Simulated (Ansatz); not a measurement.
## Carrier doping in BaHfO3

Start from BaHfO₃ in the cubic perovskite structure (space group Pm-3m, No. 221; a = 4.206 Å).

Carriers are added at fixed cell with a uniform background; the Fermi–Dirac width is that of 300 K.

The values are results of PBE (Ansatz, a first-principles code; PAW; 420 eV plane waves; scalar-relativistic without spin-orbit coupling), not measurements.

Candidates:
(a) holes 3.0×10^21 cm⁻³
(b) electrons 5.0×10^21 cm⁻³
(c) electrons 1.0×10^22 cm⁻³

Notes on the quantities. Fermi level from band edge: Fermi level relative to the doped band's edge (positive inside the band; to 0.05 eV).

Q: Order them by Fermi level from band edge, highest first.

A: (c) electrons 1.0×10^22 cm⁻³ (+0.85 eV), (b) electrons 5.0×10^21 cm⁻³ (+0.70 eV), (a) holes 3.0×10^21 cm⁻³ (+0.10 eV)

Charged cell with a jellium background: band edges are those of the host's band count, energies are not comparable with the neutral cell, and many-body gap narrowing is missing. Stability against distortions was not tested. The base started in P4mm and relaxed to Pm-3m at this level.
